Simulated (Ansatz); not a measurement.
Defect: F vacancy in rutile-type MgF2, charge state +1. Calculation: PBE, PAW (plane waves to 420 eV; Ansatz, a quantum-chemistry and plane-wave program).

72-site cell at the relaxed PBE lattice, the Γ point alone, smearing 0.01 eV, spin-restricted, no finite-size correction. Energies are static. The charge state is imposed; whether it is stable for some Fermi level was not computed. Forms of the defect that were not tried may lie lower.

Barriers: single points on a 2×2×2 k-point mesh shifted by half a step at the bands' geometries.

Relaxed starting cell (atoms counted from 1):

```xyz
71
Lattice="9.3962 0.0000 0.0000 0.0000 9.3962 0.0000 0.0000 0.0000 9.2786" Properties=species:S:1:pos:R:3 pbc="T T T"
Mg    -0.1917    -0.1892     0.0056
Mg     0.0137     0.0156     3.0917
Mg     0.0139     0.0174     6.1985
Mg    -0.0196     4.6957     0.0049
Mg    -0.0165     4.6914     3.1010
Mg    -0.0158     4.6920     6.1876
Mg     4.6927    -0.0164     0.0053
Mg     4.6892    -0.0135     3.1012
Mg     4.6893    -0.0133     6.1876
Mg     4.6800     4.6823     0.0059
Mg     4.7326     4.7346     3.1229
Mg     4.7324     4.7358     6.1666
Mg     2.4816     2.4842     1.7087
Mg     2.3314     2.3343     4.6449
Mg     2.4834     2.4862     7.5812
Mg     2.3481     7.0393     1.5487
Mg     2.3380     7.0445     4.6445
Mg     2.3479     7.0402     7.7406
Mg     7.0378     2.3503     1.5485
Mg     7.0417     2.3408     4.6447
Mg     7.0362     2.3509     7.7405
Mg     6.9952     6.9981     1.5684
Mg     7.0827     7.0852     4.6447
Mg     6.9961     6.9991     7.7205
F      1.4499     1.4532     3.0659
F      1.4502     1.4544     6.2246
F      1.4007     6.1265     0.0056
F      1.4086     6.1242     3.0842
F      1.4086     6.1251     6.2050
F      6.1225     1.4046     0.0054
F      6.1213     1.4119     3.0841
F      6.1209     1.4123     6.2049
F      6.0821     6.0854     0.0047
F      6.1320     6.1360     3.1175
F      6.1322     6.1358     6.1724
F      0.9309     3.7096     1.5248
F      0.9138     3.7630     4.6445
F      0.9334     3.7118     7.7641
F      0.9469     8.5402     1.4850
F      0.9301     8.4970     4.6451
F      0.9478     8.5420     7.8051
F      5.5690     3.7442     1.5504
F      5.6605     3.7971     4.6449
F      5.5674     3.7436     7.7392
F      5.5965     8.4669     1.5541
F      5.6277     8.4788     4.6448
F      5.5965     8.4675     7.7350
F      3.7078     0.9340     1.5256
F      3.7594     0.9159     4.6444
F      3.7077     0.9347     7.7644
F      3.7405     5.5704     1.5504
F      3.7934     5.6627     4.6446
F      3.7396     5.5698     7.7394
F      8.5363     0.9488     1.4843
F      8.4936     0.9322     4.6448
F      8.5357     0.9487     7.8044
F      8.4635     5.5981     1.5542
F      8.4753     5.6298     4.6445
F      8.4642     5.5986     7.7346
F      3.1686     3.1695     0.0065
F      3.3178     3.3203     3.2014
F      3.3185     3.3203     6.0867
F      3.2760     7.9515     0.0054
F      3.2536     7.9716     3.0869
F      3.2535     7.9721     6.2024
F      7.9494     3.2780     0.0045
F      7.9696     3.2556     3.0873
F      7.9700     3.2557     6.2024
F      7.8730     7.8740     0.0054
F      7.9845     7.9865     3.0590
F      7.9850     7.9866     6.2301
```
Cell charge +1.

End state 1 differs by these moves (Å; atoms that move under 0.08 Å are left out):

```
atom  element     Δx     Δy     Δz
----  -------  -----  -----  -----
1          Mg   0.04   0.32  -0.16
2          Mg  -0.16   0.12   0.16
11         Mg   0.00  -0.08  -0.01
12         Mg  -0.09   0.00   0.03
13         Mg  -0.13  -0.14  -0.15
15         Mg  -0.13  -0.14   0.16
16         Mg   0.18  -0.18   0.00
25          F  -0.05  -0.09   0.01
27          F  -0.01   0.06   0.07
28          F  -0.02   0.07  -0.05
39          F   0.46   2.22  -1.45
41          F  -0.06  -0.04  -0.03
51          F   0.12  -0.05   0.00
54          F   0.02  -0.13   0.07
55          F  -0.08   0.04   0.11
56          F  -0.12   0.02  -0.17
60          F   0.10   0.08   0.00
61          F  -0.05  -0.07  -0.10
62          F  -0.06  -0.04   0.11
63          F  -0.08   0.04   0.07
64          F  -0.06   0.02  -0.05
69          F   0.15   0.11   0.03
```

Task: Predict the forward and backward barriers to end state 1 from PBE, PAW.

Result: forward 0.71 eV, backward 0.71 eV; at the saddle point atom 39 has neighbours Mg at 1.91, Mg at 2.29 Å. The program found a first-order saddle point.

End state 2 differs by these moves (Å; atoms that move under 0.08 Å are left out):

| atom | element | Δx | Δy | Δz |
|---|---|---|---|---|
| 1 | Mg | 0.20 | 0.20 | 0.00 |
| 2 | Mg | -0.06 | -0.06 | 0.03 |
| 3 | Mg | -0.06 | -0.06 | -0.03 |
| 10 | Mg | 0.20 | 0.20 | 0.00 |
| 11 | Mg | -0.06 | -0.06 | -0.03 |
| 12 | Mg | -0.06 | -0.06 | 0.03 |
| 13 | Mg | -0.28 | -0.28 | 0.00 |
| 15 | Mg | -0.28 | -0.28 | 0.00 |
| 22 | Mg | 0.09 | 0.09 | 0.00 |
| 23 | Mg | -0.08 | -0.08 | 0.00 |
| 24 | Mg | 0.09 | 0.09 | 0.00 |
| 25 | F | -0.08 | -0.08 | 0.14 |
| 26 | F | -0.08 | -0.08 | -0.14 |
| 33 | F | 0.13 | 0.13 | 0.00 |
| 40 | F | -0.04 | -0.07 | 0.00 |
| 43 | F | -0.07 | -0.04 | 0.00 |
| 52 | F | -0.04 | -0.07 | 0.00 |
| 55 | F | -0.07 | -0.04 | 0.00 |
| 60 | F | -1.65 | -1.65 | 0.00 |
| 61 | F | -0.08 | -0.08 | -0.14 |
| 62 | F | -0.08 | -0.08 | 0.14 |
| 69 | F | 0.13 | 0.13 | 0.00 |

Task: What is the computed forward and backward barriers to end state 2 (PBE, PAW)?

Result: forward 0.54 eV, backward 0.54 eV; at the saddle point atom 60 has neighbours 2 Mg at 1.81 Å. The program found a first-order saddle point.

End state 3 differs by these moves (Å; atoms that move under 0.08 Å are left out):

```json
[
 {"atom": "1", "element": "Mg", "Δx": "0.21", "Δy": "0.21", "Δz": "0.01"},
 {"atom": "2", "element": "Mg", "Δx": "-0.21", "Δy": "-0.20", "Δz": "0.01"},
 {"atom": "13", "element": "Mg", "Δx": "0.00", "Δy": "0.00", "Δz": "-0.31"},
 {"atom": "14", "element": "Mg", "Δx": "0.15", "Δy": "0.15", "Δz": "0.16"},
 {"atom": "15", "element": "Mg", "Δx": "-0.15", "Δy": "-0.15", "Δz": "0.16"},
 {"atom": "23", "element": "Mg", "Δx": "-0.09", "Δy": "-0.09", "Δz": "0.02"},
 {"atom": "24", "element": "Mg", "Δx": "0.09", "Δy": "0.09", "Δz": "0.02"},
 {"atom": "25", "element": "F", "Δx": "0.00", "Δy": "0.00", "Δz": "-3.03"},
 {"atom": "39", "element": "F", "Δx": "0.00", "Δy": "0.00", "Δz": "0.14"},
 {"atom": "40", "element": "F", "Δx": "0.02", "Δy": "0.04", "Δz": "-0.07"},
 {"atom": "41", "element": "F", "Δx": "-0.02", "Δy": "-0.04", "Δz": "-0.07"},
 {"atom": "43", "element": "F", "Δx": "-0.09", "Δy": "-0.05", "Δz": "0.00"},
 {"atom": "44", "element": "F", "Δx": "0.09", "Δy": "0.05", "Δz": "0.00"},
 {"atom": "52", "element": "F", "Δx": "-0.05", "Δy": "-0.09", "Δz": "0.00"},
 {"atom": "53", "element": "F", "Δx": "0.05", "Δy": "0.09", "Δz": "0.00"},
 {"atom": "54", "element": "F", "Δx": "0.00", "Δy": "0.00", "Δz": "0.14"},
 {"atom": "55", "element": "F", "Δx": "0.04", "Δy": "0.02", "Δz": "-0.07"},
 {"atom": "60", "element": "F", "Δx": "0.15", "Δy": "0.15", "Δz": "-0.10"},
 {"atom": "61", "element": "F", "Δx": "-0.15", "Δy": "-0.15", "Δz": "-0.10"},
 {"atom": "62", "element": "F", "Δx": "0.00", "Δy": "0.00", "Δz": "0.21"},
 {"atom": "69", "element": "F", "Δx": "0.11", "Δy": "0.11", "Δz": "0.04"},
 {"atom": "70", "element": "F", "Δx": "-0.11", "Δy": "-0.11", "Δz": "0.04"}
]
```

Task: What is the computed forward and backward barriers to end state 3 (PBE, PAW)?

Result: forward 1.17 eV, backward 1.17 eV; at the saddle point atom 25 has neighbours 2 F at 2.44; Mg at 1.89, 2 Mg at 2.30 Å. The program found a first-order saddle point.
